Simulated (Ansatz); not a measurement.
The starting structures come from a database of crystals and need not be the phases stable at ambient conditions.

 Where the default PAW files enter, the runs use the earlier of Ansatz's two default sets.

Inside the gap of an insulator the Bloch states are evanescent, with a wavenumber k + iκ along the transport direction.

Data:

```xyz
12
Lattice="5.5248 -0.0233 0.0176 -0.6163 5.4919 0.0006 0.7254 0.8190 2.9614" Properties=species:S:1:pos:R:3 pbc="T T T"
Li     4.2742     3.5695     0.0149
Li     1.3599     2.7180     2.9646
H      2.8579     4.6604     1.9101
H      2.7761     1.6272     1.0694
H      3.7695     5.6735     1.0733
H      1.8645     0.6140     1.9062
H      0.9852     4.1866     0.5328
H      4.6488     2.1009     2.4467
O      3.7816     4.7468     1.4928
O      1.8524     1.5408     1.4868
O      1.3982     4.6557     2.6397
O      4.2358     1.6319     0.3398
```

Space group of this cell: P-1. The cell was relaxed by PBE-D3(BJ); by r2SCAN its mean pressure is -1.5 GPa.

Transport runs along the normal of the first two printed cell vectors.

The gap is the functional's own. No spin-orbit coupling. Mid-gap values are interpolated on the energy grid.

### Question
State the band gap and the smallest decay constant κ at mid-gap according to Ansatz (an electronic-structure program) with r2SCAN.

### Answer
Gap 5.44 eV on a 6×6×10 mesh; κ = 0.466 1/Å, at the zone centre.
